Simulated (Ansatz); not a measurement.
**Effort and miss along a sweep of basis.ecutwfc: Na2CuI2Cl2 (P4/mmm, 7 atoms in the cell)**

Cell: a = 5.3378 Å, b = 5.3378 Å, c = 6.7203 Å, α = 90.00°, β = 90.00°, γ = 90.00°.

Method of the run: PBEsol, default PAW files made with PBE (plane waves; Ansatz, a quantum-chemistry and plane-wave program).

Base settings: basis.ecutwfc = 420 eV; kpoints.mp_grid.grid = 4 4 3; hamiltonian.xc = pbesol; hamiltonian.pseudopotentials = {kind: paw} (the program's default PAW files); scf.occupations.method = methfessel_paxton; scf.occupations.width = 0.1 eV.

Misses are taken against the tightest run, 840 eV, which need not be fully converged itself. The energy is the free energy per atom.

The count of work is k-points × plane waves × bands × iterations; it is no time, and leaves out set-up, grids and terms that scale otherwise. 

Ansatz's pressure holds its estimate of the finite-basis (Pulay) stress, which hides part of the cutoff error; the uncorrected pressure shows it.

The starting cell comes from a database of computed structures (which also holds hypothetical and non-ambient phases and stackings), without a prior relaxation at this level. Spin polarisation is off; with an odd number of electrons in the cell that forces a metal, and a magnetic state may lie lower. Ansatz's pressure includes its estimate of the finite-basis (Pulay) stress.

The runs (basis.ecutwfc): 170 eV | 210 eV | 250 eV | 295 eV | 335 eV | 380 eV | 420 eV | 485 eV | 545 eV | 630 eV | 735 eV | 840 eV.

Problem. Which is the coarsest setting among those run that, with all tighter ones, holds the energy within 20 meV/atom of the reference, and what does it save?

Solution. 335 eV, off by 10 meV/atom; it needs 0.25 of the reference's count of work.

Problem. Which is the coarsest setting among those run that, with all tighter ones, holds the energy within 5 meV/atom of the reference, and what does it save?

Solution. 380 eV, off by 1.5 meV/atom; it needs 0.30 of the reference's count of work.

Problem. For at most 0.2 times the reference's count of work, which run misses the energy least?

Solution. 250 eV, with a miss of 750 meV/atom at a count of 0.16.

Problem. What does the step from 170 eV to 420 eV buy?

Solution. It takes the miss in the energy from 18000 to 1.1 meV/atom, for 3.2 times the count of work.

```
basis.ecutwfc  energy less reference (meV/atom)  pressure less reference (GPa)  uncorrected pressure less reference (GPa)  count of work / reference
-------------  --------------------------------  -----------------------------  -----------------------------------------  -------------------------
170 eV                                 18109.52                           1.57                                    -473.44                       0.11
210 eV                                  3781.03                          -0.01                                    -122.48                       0.12
250 eV                                   746.89                           0.15                                     -30.86                       0.16
295 eV                                    91.91                           0.06                                      -5.32                       0.23
335 eV                                    10.25                           0.00                                      -0.77                       0.25
380 eV                                     1.54                           0.00                                      -0.03                       0.30
420 eV                                     1.06                           0.00                                      -0.02                       0.35
485 eV                                     0.34                           0.00                                      -0.01                       0.44
545 eV                                     0.13                           0.00                                       0.00                       0.52
630 eV                                     0.07                           0.00                                       0.00                       0.65
735 eV                                     0.02                           0.00                                       0.00                       0.81
840 eV                                     0.00                           0.00                                       0.00                        1.0
```

Keys are those of Ansatz 0.2.
